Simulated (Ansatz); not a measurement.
We consider 1T (CdI2-type) TiI₂, described by r²SCAN (plane waves, PAW; Ansatz, an electronic-structure program).

Settings: plane-wave cutoff 560 eV, 18×18×8 k mesh (along the axes of the cell as run), Fermi–Dirac smearing 0.05 eV, no spin polarisation, scalar-relativistic PAW data made under PBE.

Energies at three volumes about the minimum:

```tsv
V (Å³/atom)	E − E_lowest (meV/atom)
30.965	0.58
31.597	0.00
32.229	0.39
```

Question: Fit a parabola by hand: where is the minimum, and what is the bulk modulus?

Answer: Slopes: (0.00 − 0.58)/(31.597 − 30.965) = -0.918 and (0.39 − 0.00)/(32.229 − 31.597) = 0.617 meV/Å³. Curvature E″ = 2 × (0.617 − (-0.918))/(32.229 − 30.965) = 2.429 meV/Å⁶. From the middle of the first interval, the slope vanishes at V0 = 31.2810 − (-0.918)/2.429 = 31.659 Å³/atom. B = V0 E″ = 31.659 × 2.429 meV/Å³ × 0.1602 GPa per meV/Å³ = 12.3 GPa. The full Birch–Murnaghan fit to all volumes gives V0 = 31.625 Å³/atom and B0 = 12.0 GPa.

Shape and atoms are relaxed at each volume.

Note: the run has no spin polarisation, so it can have missed a magnetic state; the cell comes from a level without a dispersion term, which matters for the spacing of layers, chains or molecules; the bulk modulus comes from volumes at which shape and atoms were relaxed; the cell has widely spaced layers and the level no dispersion term, so their spacing and the moduli can rest on weak binding; functionals without U or exact exchange can leave correlated insulators metallic, so the missing gap need not be real.
